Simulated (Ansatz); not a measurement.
Start from WSi2 (space group I4/mmm, No. 139; a = 3.211 Å, c = 7.805 Å; relaxed with 0.1 eV smearing). Axes: x, y, z lie along a, b, c of the conventional cell.

Computed with DFT with r2SCAN, PAW potentials and a 500 eV plane-wave cutoff in Ansatz (a program for electronic structure), no spin-orbit coupling.

For the base:

| Quantity | Value |
|---|---|
| Shortest interatomic distance | 2.578 Å |

One thing is altered: compressive biaxial strain of 0.74 % in the plane normal to [001], as in epitaxy on a mismatched substrate; the out-of-plane cell vector and the atoms relax.

**Question.** Predict the new shortest interatomic distance.

**Answer.** The shortest interatomic distance increases by 0.010 Å, from 2.578 Å to 2.588 Å.

**Question.** Predict the new out-of-plane strain.

**Answer.** The out-of-plane strain amounts to +0.26 %.

**Question.** Estimate the effect on the in-plane stress.

**Answer.** The mean in-plane stress (compression positive) comes out as +4.1 GPa.

No phonon test of stability was made. All final runs are without spin polarisation.
